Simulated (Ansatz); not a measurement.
Here is the system:

```
La2O3
1.0
    3.89016     0.00000     0.00000
   -1.94508     3.36897     0.00000
    0.00000     0.00000     5.94192
La O
2 3
Direct
  0.33333   0.66667   0.24333
  0.66667   0.33333   0.75667
  0.00000   0.00000   0.00000
  0.33333   0.66667   0.64737
  0.66667   0.33333   0.35263
```

No spin polarisation.

All numbers come from plane-wave PAW DFT at the PBEsol level (Ansatz, an electronic-structure program, 420 eV), spin-orbit coupling left out. Γ-centred 10×10×6 mesh, Fermi–Dirac width 0.05 eV.

### Question
Predict the band gap, electron mass and gap character.

### Answer
- Band gap = 3.77 eV
- Electron mass = 1.3 mₑ (at K)
- Gap character = indirect, L → K

Load acts through the strain it causes; cell and atoms are relaxed under it. Effective masses come from finite differences of ±0.01 Å⁻¹. Stability against distortions was not tested. The cell was made from La2O3 (space group P-3m1, No. 164) by this change: pressure 3 GPa.
